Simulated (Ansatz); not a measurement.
## Au: pressure series

Start from Au in the hcp (Mg type) structure (space group P6_3/mmc, No. 194; a = 2.8621 Å, c = 4.8024 Å).

Cell and atoms are relaxed at each pressure.

Calculations: PBEsol (Ansatz, a program for electronic structure, PAW, no spin-orbit coupling).

```csv
pressure (GPa),volume per atom (Å³/atom)
-2,17.239
-1,?
0,17.035
0.3,17.006
0.7,16.967
1.5,16.891
3,16.756
7.5,16.387
10,16.203
```

**Question.** Fit the third-order Birch–Murnaghan form P(V) = (3B₀/2)[(V₀/V)^(7/3) − (V₀/V)^(5/3)]·[1 + (3/4)(B₀′ − 4)((V₀/V)^(2/3) − 1)] (squares taken in P) to the rows shown and predict the withheld row.

**Answer.** Least squares on the printed values gives V₀ = 17.035 Å³/atom, B₀ = 173 GPa, B₀′ = 5.6; this predicts 17.135 Å³/atom, and the run gives 17.135 Å³/atom, in agreement.

Load acts through the strain it causes; cell and atoms are relaxed under it. No phonon test of stability was made. No other phases were tried under pressure. The base started in Cmcm and relaxed to P6_3/mmc at this level. This is not the structure that Au has at room temperature and ambient pressure.
